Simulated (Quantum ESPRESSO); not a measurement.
A self-consistent single point of La2Ge3O9 (P1, 28 atoms in the cell) with Quantum ESPRESSO.

Method of the run: LDA (PZ), GBRV 1.5 ultrasoft (LDA) pseudopotentials (plane waves; Quantum ESPRESSO).

```xyz
28
Lattice="5.7407 0.0000 0.0000 -0.1831 7.7183 0.0000 -2.7725 -2.8141 7.9040" Properties=species:S:1:pos:R:3 pbc="T T T"
La     2.6912     3.9791     6.1541
La     0.1090     0.8920     1.7216
La    -0.2647     5.1412     3.3444
La     2.9696    -0.2389     4.5717
Ge     1.5214     1.0029     7.8814
Ge     1.2259     3.9794     0.0508
Ge     2.7255     6.7877     1.1564
Ge     0.0605    -1.8428     6.7182
Ge     2.8018     3.0265     2.6445
Ge    -0.0243     1.8811     5.2968
O      1.2919    -2.8113     7.8962
O      1.4661     7.7086    -0.0380
O     -0.1609     5.1166     0.3594
O      3.0646    -0.1539     7.5636
O      2.8226     5.1197     0.3095
O     -0.0771    -0.1365     7.5976
O      4.2995     3.1148     1.8048
O     -1.5010     1.7509     6.1845
O      2.3611     1.4302     3.0911
O      0.4597     3.4282     4.8243
O      4.0867     6.7508     2.3099
O     -1.2214    -1.9245     5.5619
O      1.2451     3.5017     1.8799
O      1.5009     1.4012     6.0387
O      1.3166    -1.7059     5.4666
O      1.4322     6.5681     2.3620
O      3.1160     4.1272     3.8950
O     -0.3255     0.7645     4.0085
```

Reference input (self-consistent single point, DFT, LDA (PZ), plane waves, GBRV 1.5 ultrasoft (LDA) pseudopotentials): ecutwfc = 50 Ry; ecutrho = 250 Ry; occupations = fixed; potentials = {La: la_lda_v1.uspp.F.UPF, Ge: ge_lda_v1.4.uspp.F.UPF, O: o_lda_v1.2.uspp.F.UPF}; K_POINTS = automatic 3 2 2 1 1 1; nbnd = 126; conv_thr = 1e-10 Ry. This run's input differs from it in these lines:

```diff
@@ -13,3 +13,3 @@
  ecutwfc = 50,
- ecutrho = 250,
+ ecutrho = 100,
  occupations = 'fixed',
```

Log, with long lists cut:

```
     Self-consistent Calculation

     iteration #  1     ecut=    50.00 Ry     beta= 0.70

     negative rho (up, down):  3.328E-01 0.000E+00

     total energy              =   -2267.05374292 Ry
     estimated scf accuracy    <       7.70004548 Ry

     iteration #  2     ecut=    50.00 Ry     beta= 0.70

     negative rho (up, down):  2.002E-01 0.000E+00

     total energy              =   -2267.70775522 Ry
     estimated scf accuracy    <      14.84925482 Ry

     iteration #  3     ecut=    50.00 Ry     beta= 0.70

     negative rho (up, down):  2.210E-01 0.000E+00

     total energy              =   -2270.80795653 Ry
     estimated scf accuracy    <       0.72918431 Ry

   [... 12 blocks of this kind left out ...]

     iteration # 16     ecut=    50.00 Ry     beta= 0.70

     negative rho (up, down):  2.717E-01 0.000E+00

     total energy              =   -2270.91892176 Ry
     estimated scf accuracy    <          1.3E-10 Ry

     iteration # 17     ecut=    50.00 Ry     beta= 0.70

     negative rho (up, down):  2.717E-01 0.000E+00
     End of self-consistent calculation

     highest occupied, lowest unoccupied level (ev):     8.4964   12.4140

!    total energy              =   -2270.91892176 Ry
     estimated scf accuracy    <          9.8E-11 Ry

     convergence has been achieved in  17 iterations

     negative rho (up, down):  2.717E-01 0.000E+00

     Forces acting on atoms (cartesian axes, Ry/au):

     atom    1 type  1   force =    -0.01290380   -0.00765126    0.00249904
     atom    2 type  1   force =     0.01071354    0.01487905    0.00860827
     atom    3 type  1   force =     0.02698900   -0.01711518   -0.00764517
     atom    4 type  1   force =     0.00152494    0.00646933    0.00857350
     atom    5 type  2   force =    -0.01311600   -0.02612188   -0.00075609
   [... 19 lines left out ...]
   [... lines left out ...]
     Total force =     0.258983     Total SCF correction =     0.000023
   [... lines left out ...]

     negative rho (up, down):  2.717E-01 0.000E+00
          total   stress  (Ry/bohr**3)                   (kbar)     P=      -26.54
  -0.00012347   0.00004581  -0.00001953          -18.16        6.74       -2.87
   0.00004581  -0.00022156   0.00000420            6.74      -32.59        0.62
  -0.00001953   0.00000420  -0.00019615           -2.87        0.62      -28.86

   JOB DONE.
```

The run converged in 17 iterations. Against the reference run the free energy goes down by 5.9 meV/atom, the pressure goes from -3.48 to -2.65 GPa, the largest force stays at 2.151 eV/Å and the gap on the mesh hardly changes (3.916 to 3.918 eV).

The starting cell comes from a database of computed structures (which also holds hypothetical and non-ambient phases and stackings), without a prior relaxation at this level. Its atoms were displaced at random from the sites of space group no. 2. Forces in this geometry exceed 1 eV/Å. The shifted mesh does not hold Γ, so a gap read on it misses any band edge there.

Cost on one core of a shared machine: roughly 10 min.
